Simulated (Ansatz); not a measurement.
Variants of one calculation on SnO (P1, 4 atoms in the cell)

```xyz
4
Lattice="3.8137 0.0000 0.0000 0.0000 3.8137 0.0000 0.0000 0.0000 4.8869" Properties=species:S:1:pos:R:3 pbc="T T T"
Sn    -0.0022     1.8692     1.1544
Sn     1.9025     0.0128     3.7037
O      1.9223     1.9298     0.0453
O     -0.0088     0.0019    -0.0165
```

Base run A: PBE0, PAW files made with PBE in Ansatz (a program for electronic structure), self-consistent single point.

Its settings: basis.ecutwfc = 420 eV; kpoints.mp_grid.grid = 4 4 3; kpoints.mp_grid.shift = 0.5 0.5 0.5; hamiltonian.xc = pbe0; hamiltonian.pseudopotentials = {kind: paw} (the program's default PAW files); scf.occupations.method = gaussian; scf.occupations.width = 0.02 eV.

The starting cell comes from a database of computed structures (which also holds hypothetical and non-ambient phases and stackings), without a prior relaxation at this level. Its atoms were displaced at random from the sites of space group no. 129. Ansatz's pressure includes its estimate of the finite-basis (Pulay) stress. Another mesh or the band path of this cell gives a smaller gap, so this value is not converged in the mesh.

ΔF is the free energy per atom less that of run A. A dash stands where there is no value to compare (another energy zero or no entropy term, no result, no spin, no clean gap, or a mesh too coarse for one). Absolute energies have different zeros for different potentials, functionals, Hubbard and dispersion terms and are not compared across them.

Runs:
- B: hamiltonian.xc: pbe0 → hse06 [HSE06]
- C: scf.convergence.dr2_threshold: default (1e-07 eV) → 1e-12 eV
- D: scf.mixing.algorithm: default (the program chose MSR1) → broyden; scf.mixing.beta: default → 1
- E: scf.mixing.algorithm: default (the program chose MSR1) → anderson; scf.mixing.ndim: default → 3

| run | ΔF (meV/atom) | pressure (GPa) | largest force (eV/Å) | gap on the mesh (eV) |
|---|---|---|---|---|
| A | 0.00 | -1.98 | 0.858 | 2.399 |
| B | – | -1.95 | 0.839 | 1.737 |
| C | 0.00 | -1.98 | 0.858 | 2.399 |
| D | 0.00 | -1.98 | 0.858 | 2.399 |
| E | 0.00 | -1.98 | 0.858 | 2.399 |

Run B against A: The pressure hardly changes (-1.98 to -1.95 GPa), the largest force goes from 0.858 to 0.839 eV/Å and the gap on the mesh goes from 2.399 to 1.737 eV.

Run E against A: The free energy is nearly the same (within 1 meV/atom), the pressure stays at -1.98 GPa, the largest force stays at 0.858 eV/Å and the gap on the mesh stays at 2.399 eV.

Left out of this page: 1 run of the series held back from this collection.

Keys are those of Ansatz 0.2.
